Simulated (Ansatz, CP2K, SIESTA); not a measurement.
Code comparison for Sr2MoO4 (P1, 7 atoms in the cell)

Self-consistent single point, at a second geometry (atoms moved at random). First geometry:

```yaml
crystal:
  lattice:
    - [-1.94678, 1.94678, 6.48370]
    - [1.94678, -1.94678, 6.48370]
    - [1.94678, 1.94678, -6.48370]
  atoms:
    - { symbol: Sr, position: [0.35106, 0.35106, 0.00000] }
    - { symbol: Sr, position: [0.64894, 0.64894, 0.00000] }
    - { symbol: Mo, position: [0.00000, 0.00000, 0.00000] }
    - { symbol: O, position: [0.50000, 0.00000, 0.50000] }
    - { symbol: O, position: [0.00000, 0.50000, 0.50000] }
    - { symbol: O, position: [0.83682, 0.83682, 0.00000] }
    - { symbol: O, position: [0.16318, 0.16318, 0.00000] }
```

Second geometry:
```
Sr2MoO4
1.0
   -1.94678     1.94678     6.48370
    1.94678    -1.94678     6.48370
    1.94678     1.94678    -6.48370
Sr Mo O
2 1 4
Direct
  0.34671   0.35248   0.00063
  0.64982   0.65142   0.00788
  0.98660   0.99675   0.98660
  0.50585   0.00303   0.50413
  0.00716   0.50385   0.51425
  0.84746   0.84719   0.00462
  0.15639   0.14528   0.98189
```

Shared settings, as Ansatz (an electronic-structure program) writes them: kpoints.mp_grid.grid = 7 7 7; scf.occupations.method = gaussian; scf.occupations.width = 0.05 eV. Potentials and cutoffs stand in the table.

```tsv
code	model	ΔF from the first geometry (meV/atom)	pressure (GPa)	largest force (eV/Å)	cutoff
CP2K	PBEsol, GPW, DZVP-MOLOPT-SR-GTH basis, GTH-PBE potentials (GTH_POTENTIALS)	29.4	1.33	2.305	grid 500 Ry
Ansatz	PBEsol, PAW files made with PBE	28.1	-0.76	2.188	default
SIESTA	GGA PBEsol, numerical atomic orbitals TZP, PseudoDojo PBEsol standard norm-conserving potentials (rewritten from UPF to PSML)	32.4	3.56	2.509	grid 300 Ry
```

Size of the force on each atom (eV/Å): Sizes of forces hide their directions.

| code | Sr1 | Sr2 | Mo3 | O4 | O5 | O6 | O7 |
|---|---|---|---|---|---|---|---|
| CP2K | 0.238 | 0.118 | 2.305 | 1.268 | 0.840 | 1.962 | 0.860 |
| Ansatz | 0.232 | 0.097 | 2.188 | 1.164 | 0.789 | 1.831 | 0.800 |
| SIESTA | 0.904 | 0.498 | 2.509 | 1.379 | 0.887 | 2.241 | 0.887 |

On Ansatz's run: spin polarisation is off.

The spread over the programs that give each value: ΔF from the first geometry within 4.3 meV/atom; pressure within 4.32 GPa; largest force within 0.321 eV/Å.

CP2K and SIESTA use small atom-centred bases, whose incompleteness enters pressures, forces and empty levels differently from a plane-wave cutoff. Ansatz's pressure is given at a fixed set of plane waves, as the other plane-wave codes print theirs; with its correction for the finite basis it is -0.46 GPa (the shift of 0.30 GPa shows how far the cutoff is from converged).

The starting cell comes from a database of computed structures (which also holds hypothetical and non-ambient phases and stackings), without a prior relaxation at this level. For this run, on top of that: atoms moved at random.

Keys are those of Ansatz 0.2.
